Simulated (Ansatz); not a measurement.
System: fluorite PbF2 (high-temperature phase). Method: PBEsol (Ansatz, a program for electronic structure, PAW).

Numerical settings: plane-wave cutoff 520 eV, 10×10×10 k mesh, Fermi–Dirac smearing 0.01 eV, scalar-relativistic PAW data made under PBE.

A third-order Birch–Murnaghan fit to the energies gives V0 = 17.105 Å³/atom, B0 = 76.3 GPa, B′ = 4.8.

```json
[
 {"V (Å³/atom)": "16.080", "P (GPa)": "5.47"},
 {"V (Å³/atom)": "16.422", "P (GPa)": "3.43"},
 {"V (Å³/atom)": "16.764", "P (GPa)": "[?]"},
 {"V (Å³/atom)": "17.106", "P (GPa)": "0.00"},
 {"V (Å³/atom)": "17.448", "P (GPa)": "[?]"},
 {"V (Å³/atom)": "17.790", "P (GPa)": "[?]"},
 {"V (Å³/atom)": "18.132", "P (GPa)": "[?]"}
]
```

Estimate the withheld pressures from this fit; the answers are the runs' own values.


- 16.764, P (GPa): 1.61
- 17.448, P (GPa): -1.45
- 17.790, P (GPa): -2.73
- 18.132, P (GPa): -3.87

The formula P = (3/2) B0 (x^(7/3) − x^(5/3)) [1 + (3/4)(B′ − 4)(x^(2/3) − 1)] with x = V0/V meets the computed pressures within 0.01 GPa when these rounded values are put in.

Measured, for comparison: bulk modulus 64 GPa, equilibrium volume per atom 17.46 Å³/atom (temperature not stated, no zero-point or thermal correction; as tabulated in Cadelano and Cappellini (2011), arXiv:1107.5962). Computed (rounded) less measured: bulk modulus +19 %, equilibrium volume per atom -2.1 %.

Spin–orbit coupling is not included; it can shift volumes and moduli of such heavy elements.

Static lattice: no zero-point or thermal effects.

It cost very roughly 29 core-seconds of CPU time.
